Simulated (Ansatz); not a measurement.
## TiTeS (P3m1, No. 156, 3 atoms in the cell; start mp-1216680): bulk modulus B0 by level of theory

No measured value is used here.

| level (code) | value (GPa) | cell (Å³/atom) |
|---|---|---|
| LDA (Ansatz) | 35.0 | 21.24 |
| PBEsol (Ansatz) | [?] | 22.26 |
| r²SCAN (Ansatz) | 16.0 | 24.63 |

Q: Fill in the missing entries.

A: 
- PBEsol (Ansatz, a quantum-chemistry and plane-wave program), value (GPa): 23.5

LDA, PBEsol, r²SCAN: the bulk modulus is −V dP/dV from two relaxed cells at ±2 % in volume. LDA, PBEsol, r²SCAN: the relaxation could not lower the start's symmetry, so the cell can be a saddle point above a distorted one. Each level is taken at its own relaxed cell. Cutoffs differ between the levels. Ansatz's density-functional and Hartree–Fock values are scalar-relativistic unless marked +SOC, with PAW data made under PBE.

A start named mp-… is a Materials Project structure, which need not be a measured phase.
